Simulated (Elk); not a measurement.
Elk run on Ta (Im-3m, 1 atom in the cell): self-consistent single point.

Level of theory: Elk with PBE, all-electron FP-LAPW, Elk's shipped species files, APW+lo basis with extra local orbitals.

```
Ta
1.0
   -1.65825     1.65825     1.65825
    1.65825    -1.65825     1.65825
    1.65825     1.65825    -1.65825
Ta
1
Cartesian
  0.00000   0.00000   0.00000
```

Reference input (self-consistent single point, DFT, PBE, all-electron FP-LAPW, Elk's shipped species files, APW+lo basis with extra local orbitals): xctype = 20; rgkmax = 8; stype = 3; swidth = 0.00367493 Ha; ngridk = 7 7 7; gmaxvr = 16 1/bohr; nxlo = 2; lorbcnd = true; rmtscf = 0.91; lmaxi = 2. This run's input differs from it in these lines:

```diff
@@ -25,6 +25,6 @@
 stype
-  3
+  1
 
 swidth
-  0.00367493
+  0.0110248
 
@@ -42,3 +42,3 @@
 ngridk
-  7 7 7
+  12 12 12
```

Output, abridged:

```
│ Self-consistent loop started │
│ Loop number : 1 │
 total energy                :     -15625.2059853
│ Loop number : 2 │
 total energy                :     -15625.4280840
RMS change in Kohn-Sham potential (target) :   0.1549547789     (  0.1000000000E-05)
Absolute change in total energy (target)   :   0.2220987140     (  0.1000000000E-03)
│ Loop number : 3 │
 total energy                :     -15625.6473204
RMS change in Kohn-Sham potential (target) :   0.1485635933     (  0.1000000000E-05)
Absolute change in total energy (target)   :   0.2747610984     (  0.1000000000E-03)
│ Loop number : 4 │
   [... lines left out ...]
Absolute change in total energy (target)   :   0.4121095808E-03 (  0.1000000000E-03)
│ Loop number : 13 │
 total energy                :     -15626.2323953
RMS change in Kohn-Sham potential (target) :   0.1340606355E-05 (  0.1000000000E-05)
Absolute change in total energy (target)   :   0.6604195551E-04 (  0.1000000000E-03)
│ Loop number : 14 │
 total energy                :     -15626.2323584
RMS change in Kohn-Sham potential (target) :   0.5810988775E-07 (  0.1000000000E-05)
Absolute change in total energy (target)   :   0.2037113882E-04 (  0.1000000000E-03)
Convergence targets achieved

│ Loop number : 15 │

Energies :
 Fermi                       :     0.440809644690
 total energy                :     -15626.2323543

Density of states at Fermi energy :    45.46634716
 (states/Hartree/unit cell)

Estimated indirect band gap :   0.8759720941E-03
 from k-point     33 to k-point      5
Estimated direct band gap   :   0.7032624426E-02
 at k-point     33

Charges :
 core                        :    46.00000000
 valence                     :    27.00000000
 interstitial                :    1.990021574
 muffin-tins (core leakage)
  species :    1 (Ta)
   atom    1                 :    71.00997843     (  0.1245191996E-05)
 total in muffin-tins        :    71.00997843
 total calculated charge     :    72.99703859
 total charge                :    73.00000000
 error                       :   0.2961412718E-02

│ Self-consistent loop stopped │
```

The run converged in 15 iterations. The count includes the last loop, which Elk runs after its targets are met. 

The starting cell has typed, rounded lattice constants, without a prior relaxation at this level. Its lattice was rescaled by up to half a per cent. Spin-orbit coupling is off. Spin polarisation is off. Values depend on the basis (sphere radii, cutoffs, local orbitals), which need not be converged. The log's line on a gap gives a spacing of levels on this mesh, which the program prints for metals too.
